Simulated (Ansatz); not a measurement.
Here is the system:

```xyz
6
Lattice="-1.8779 1.8779 4.5171 1.8779 -1.8779 4.5171 1.8779 1.8779 -4.5171" Properties=species:S:1:pos:R:3 pbc="T T T"
Ti     0.0000     0.0000     4.5171
Ti     1.8779     0.0000     2.2586
O      0.0000     0.0000     2.5669
O      1.8779     0.0000     0.3083
O      1.8779     0.0000     4.2089
O      0.0000     0.0000     6.4674
```

No spin polarisation.

The values are results of PBE (Ansatz, a quantum-chemistry and plane-wave program, PAW, without spin-orbit coupling), earlier PAW set, not measurements. k-mesh 12×12×12 (Γ-centred); smearing 0.05 eV (Fermi–Dirac).

Q: What width of the top valence band does the calculation give?

A: 1.03 eV.

Q: What is the computed smallest direct gap?

A: 2.50 eV.

Q: What band gap does the calculation give?

A: 1.97 eV.

Load acts through the strain it causes; cell and atoms are relaxed under it. No phonon test of stability was made. Competing high-pressure phases were not computed. All final runs are without spin polarisation. The cell was made from TiO2 in the anatase structure (space group I4_1/amd, No. 141) by this change: pressure 18 GPa.
